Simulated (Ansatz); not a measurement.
Consider the following.

```yaml
crystal:
  lattice:
    - [0.00000, 2.42868, 2.42868]
    - [2.42868, 0.00000, 2.42868]
    - [2.42868, 2.42868, 0.00000]
  atoms:
    - { symbol: B, position: [0.00000, 0.00000, 0.00000] }
    - { symbol: As, position: [0.25000, 0.25000, 0.25000] }
```

No spin polarisation.

All numbers come from PBE in Ansatz (plane waves to 420 eV, PAW, no spin-orbit coupling). k-mesh 12×12×12 (Γ-centred); smearing 0.05 eV (Fermi–Dirac).

Q: Estimate the band gap.

A: 1.24 eV.

Q: Predict the hole mass (degenerate bands, along [100]).

A: 0.20, 0.24, 0.24 mₑ (at Γ).

Q: What is the computed electron mass?

A: 1.1 mₑ along k, 0.22 mₑ across (off the special points).

The cells carry an imposed strain or load. Effective masses come from finite differences of ±0.01 Å⁻¹. Along k means along the line from Γ to the band edge. Whether these cells are dynamically stable was not tested. The cell was made from BAs in the zinc blende structure (space group F-43m, No. 216) by this change: isotropic strain +1.00 %.

Ansatz is a program for electronic structure.
